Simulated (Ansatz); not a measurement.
Cost and result by functional for the surface energy of the (11-21) surface of hcp Sc in its 1x1 cell, outermost plane spacing 0.79 Å in the ideal cut, in Ansatz (plane waves, PAW). Single points on the PBE structure, on one kind of machine; costs are rough ratios of the slab run's core time (references not counted) to the cheapest single point. r2SCAN's cost holds its higher cutoff (500 against 420 eV). Differences are taken against r2SCAN for comparison alone: no measured value is at hand, so the table doesn't rank accuracy.

Model: 14-atom slab, 10.3 Å thick at the start (thin: gaps and levels are the slab's own), 8x7x1 mesh, Fermi-Dirac 0.1 eV, dipole correction, all atoms relaxed; symmetry of the start imposed; no spin, no spin-orbit, no U. These notes are the PBE run's.

```
functional                     relative cost  surface energy (J/m²)  less r2SCAN (J/m²)
-----------------------------  -------------  ---------------------  ------------------
LDA                                        1                   1.56                0.08
PBEsol                                     1                   1.50                0.02
RPBE                                       1                   1.28               -0.20
r2SCAN                                     2                   1.48                0.00
PBE (the relaxed run's value)              –                   1.38               -0.10
```

The values span 0.28 J/m², while the single points' costs differ by a factor of roughly 2. Differences are of unrounded values.

Ansatz is a quantum-chemistry and plane-wave program.
